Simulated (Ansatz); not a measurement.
Partial pair distribution functions of a relaxed model of amorphous Zr24O36, broadened by 0.06 Å; density 6.07 g/cm³. All values below come from PBE, scalar-relativistic without spin-orbit coupling (plane waves to 420 eV, PAW; Ansatz, a first-principles code). The usual formal charges leave 24 electrons over, so the level spacing at the Fermi energy parts defect or band states and needn't be the band gap.

A CHGNet melt-quench gave the starting glass, which DFT then relaxed. O atoms were pushed apart under 1.9 Å during the dynamics, to hinder bonds among them. The hot cell started wider than the set density and was brought back towards it in steps. It is the lowest in DFT energy of 2 quenches. It is a model cell: composition and starting density were chosen by hand, and all elements were melted together. No dispersion term was used. Its density started from a set value of 6.02 and ended at 6.07 g/cm³. The quench (nominally 240 K/ps over its main leg) was far faster than any real one, so the model tends to hold more defects than a real film. One small periodic cell is one sample of the glass; other quenches scatter about these values. The volume was free in the relaxation, at fixed shape. Stress components on the final sampling reach 3.3 GPa.

| r (Å) | g Zr-O | g Zr-Zr | g O-O |
|---|---|---|---|
| 1.80 | 0.01 | 0.00 | 0.00 |
| 1.90 | 0.14 | 0.00 | 0.00 |
| 2.00 | 1.31 | 0.00 | 0.00 |
| 2.10 | 5.10 | 0.00 | 0.00 |
| 2.20 | 6.88 | 0.00 | 0.00 |
| 2.30 | 4.42 | 0.00 | 0.02 |
| 2.40 | 1.81 | 0.00 | 0.36 |
| 2.50 | 0.52 | 0.00 | 1.09 |
| 2.60 | 0.31 | 0.00 | 2.19 |
| 2.70 | 0.25 | 0.00 | 3.29 |
| 2.80 | 0.08 | 0.02 | 2.74 |
| 2.90 | 0.10 | 0.29 | 1.93 |
| 3.00 | 0.20 | 0.92 | 1.42 |
| 3.10 | 0.16 | 1.72 | 1.45 |
| 3.20 | 0.11 | 2.88 | 1.04 |
| 3.30 | 0.30 | 2.71 | 0.81 |
| 3.40 | 0.38 | 3.00 | 0.64 |
| 3.50 | 0.45 | 2.72 | 0.56 |
| 3.60 | 0.55 | 2.00 | 0.64 |
| 3.70 | 0.68 | 1.66 | 0.53 |
| 3.80 | 1.19 | 1.26 | 0.63 |
| 3.90 | 1.21 | 1.25 | 1.10 |
| 4.00 | 1.17 | 1.22 | 1.29 |
| 4.10 | 1.24 | 0.86 | 1.16 |
| 4.20 | 1.26 | 0.85 | 1.42 |
| 4.30 | 1.21 | 0.77 | 1.25 |
| 4.40 | 1.18 | 0.33 | 0.91 |
| 4.50 | 1.41 | 0.30 | 0.72 |

Within 2.80 Å each Zr has 6.17 O neighbours on average.
